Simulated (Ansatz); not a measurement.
## Short convergence ladders for Nb (Im-3m, 1 atom in the cell)

```
Nb
1.0
   -1.65825     1.65825     1.65825
    1.65825    -1.65825     1.65825
    1.65825     1.65825    -1.65825
Nb
1
Cartesian
  0.00000   0.00000   0.00000
```

Base method: PBE (plane waves, PAW; Ansatz, a program for electronic structure).

Base settings: basis.ecutwfc = 420 eV; kpoints.mp_grid.grid = 14 14 14; hamiltonian.xc = pbe; hamiltonian.pseudopotentials = {kind: paw} (the program's default PAW files); scf.occupations.method = fermi_dirac; scf.occupations.width = 0.1 eV.

The count of work is k-points × plane waves × bands × iterations; it is no time. 

**The cutoff for other potential files**

Level: DFT, PBE, plane waves, harder PAW files (source: ansatz).

In this ladder: hamiltonian.pseudopotentials = {kind: paw, source: ansatz}.

The second cell is the first with its lattice scaled by 0.98.

The mesh stays at the base's, so the ladder's end is converged at best in this setting alone.

The first pressure column holds Ansatz's estimate of the finite-basis (Pulay) stress, which hides part of the cutoff error; the other is without it.

Only quantities that move along the ladder and can be compared are tabulated.

| basis.ecutwfc | free energy less the last step's (meV/atom) | energy of the compressed cell less the first (meV/atom) | pressure (GPa) | pressure without the Pulay estimate (GPa) | count of work / last |
|---|---|---|---|---|---|
| 320 eV | 1468.23 | 46.46 | 0.53 | -56.24 | 0.10 |
| 390 eV | 337.25 | 30.30 | -0.53 | -17.34 | 0.15 |
| 495 eV | 26.03 | 32.43 | -0.53 | -2.64 | 0.21 |
| 600 eV | 0.76 | 32.21 | -0.53 | -0.63 | 0.28 |
| 710 eV | 0.07 | 32.21 | -0.53 | -0.53 | 0.35 |
| 850 eV | 0.02 | 32.21 | -0.53 | -0.53 | 0.49 |
| 1060 eV | 0.01 | 32.21 | -0.53 | -0.53 | 0.66 |
| 1415 eV | 0.00 | 32.21 | -0.53 | -0.53 | 1.0 |

Coarsest basis.ecutwfc that holds the free energy within 1 meV/atom of the last step, with all finer ones: 600 eV, at 0.28 of the last step's count of work; the step before is off by 26 meV/atom.

Coarsest basis.ecutwfc that holds the pressure without the Pulay estimate within 0.2 GPa of the last step, with all finer ones: 600 eV, at 0.28 of the last step's count of work; the step before is off by 2.1 GPa.

Coarsest basis.ecutwfc that holds the energy of the compressed cell less the first within 1 meV/atom of the last step, with all finer ones: 495 eV, at 0.21 of the last step's count of work; the step before is off by 1.9 meV/atom.

The energy difference between the two cells stays within 1 meV/atom of the last step's from 495 eV on, the total only from 600 eV on: much of the error is common to both cells and cancels.

At the lowest cutoff the pressure without the Pulay estimate lies 55.7 GPa under the last step's, the usual sign of Pulay stress in an incomplete plane-wave basis.

**The cutoff for other potential files**

Level: DFT, PBE, plane waves, norm-conserving files (source: ansatz).

In this ladder: hamiltonian.pseudopotentials = {kind: nc, source: ansatz}.

The second cell is the first with its lattice scaled by 0.98.

The mesh stays at the base's, so the ladder's end is converged at best in this setting alone.

The first pressure column holds Ansatz's estimate of the finite-basis (Pulay) stress, which hides part of the cutoff error; the other is without it.

Only quantities that move along the ladder and can be compared are tabulated.

| basis.ecutwfc | free energy less the last step's (meV/atom) | energy of the compressed cell less the first (meV/atom) | pressure (GPa) | pressure without the Pulay estimate (GPa) | count of work / last |
|---|---|---|---|---|---|
| 500 eV | 3024.02 | 38.39 | -0.65 | -75.95 | 0.11 |
| 615 eV | 1061.30 | 31.30 | -0.82 | -38.38 | 0.15 |
| 780 eV | 169.85 | 32.00 | -0.60 | -10.27 | 0.22 |
| 950 eV | 14.13 | 32.39 | -0.51 | -1.85 | 0.28 |
| 1115 eV | 1.07 | 32.34 | -0.51 | -0.56 | 0.35 |
| 1340 eV | 0.70 | 32.35 | -0.51 | -0.52 | 0.46 |
| 1675 eV | 0.36 | 32.34 | -0.51 | -0.51 | 0.67 |
| 2230 eV | 0.00 | 32.33 | -0.51 | -0.52 | 1.0 |

Coarsest basis.ecutwfc that holds the pressure within 0.1 GPa of the last step, with all finer ones: 780 eV, at 0.22 of the last step's count of work; the step before is off by 0.31 GPa.

Coarsest basis.ecutwfc that holds the free energy within 2 meV/atom of the last step, with all finer ones: 1115 eV, at 0.35 of the last step's count of work; the step before is off by 14 meV/atom.

Coarsest basis.ecutwfc that holds the pressure without the Pulay estimate within 0.5 GPa of the last step, with all finer ones: 1115 eV, at 0.35 of the last step's count of work; the step before is off by 1.3 GPa.

The energy difference between the two cells stays within 1 meV/atom of the last step's from 780 eV on, the total only from 1340 eV on: much of the error is common to both cells and cancels.

At the lowest cutoff the pressure without the Pulay estimate lies 75.4 GPa under the last step's, the usual sign of Pulay stress in an incomplete plane-wave basis.

**The relaxed cell against the cutoff**

In this ladder: relax = cell and atoms.

The mesh stays at the base's, so the ladder's end is converged at best in this setting alone.

Only quantities that move along the ladder and can be compared are tabulated.

| basis.ecutwfc | relaxed volume (Å³/atom) | relaxation steps |
|---|---|---|
| 210 eV | 18.499 | 15 |
| 250 eV | 18.188 | 8 |
| 295 eV | 18.172 | 6 |
| 355 eV | 18.183 | 4 |
| 420 eV | 18.182 | 4 |
| 505 eV | 18.182 | 4 |
| 630 eV | 18.182 | 4 |
| 840 eV | 18.182 | 4 |

Coarsest basis.ecutwfc that holds the relaxed volume within 0.018 Å³/atom of the last step, with all finer ones: 250 eV; the step before is off by 0.32 Å³/atom.

At the lowest cutoff the cell relaxes to a volume 1.7 % larger than at the highest. Ansatz relaxes on a stress corrected for the finite basis.

On the base run: the starting cell has typed, rounded lattice constants, without a prior relaxation at this level. Its lattice was rescaled by up to half a per cent. Spin polarisation is off.

Keys are those of Ansatz 0.2.
